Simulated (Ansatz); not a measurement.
Pressure series in CdSe

Take CdSe in the zinc blende structure (space group F-43m, No. 216) as the base.

```
CELL_PARAMETERS angstrom
      0.00000     3.00374     3.00374
      3.00374     0.00000     3.00374
      3.00374     3.00374     0.00000
ATOMIC_POSITIONS crystal
  Cd 0.00000 0.00000 0.00000
  Se 0.25000 0.25000 0.25000
```

Cell and atoms are relaxed at each pressure.

Computed with Ansatz (a first-principles code), LDA, PAW, cutoff 420 eV, no spin-orbit coupling.

For the base:

| Item | Value |
|---|---|
| Band gap | 0.41 eV |

### Question
The aim is a band gap between 0.69 eV and 0.77 eV. Which of these changes reaches it?
(A) pressure −2 GPa
(B) pressure 15 GPa
(C) pressure 2.1 GPa
(D) pressure 9 GPa
(E) pressure 0.9 GPa

### Answer
B, pressure 15 GPa. It gives 0.73 eV; pressure −2 GPa gives 0.33 eV; pressure 9 GPa gives 0.63 eV; pressure 2.1 GPa gives 0.47 eV; pressure 0.9 GPa gives 0.43 eV. Changes not listed may reach it too

Load acts through the strain it causes; cell and atoms are relaxed under it. No phonon test of stability was made. Tetrahedral semiconductors of this kind turn to denser phases somewhere between about 1 and 50 GPa; those were not computed, so compressed cells here can lie past the real transition.
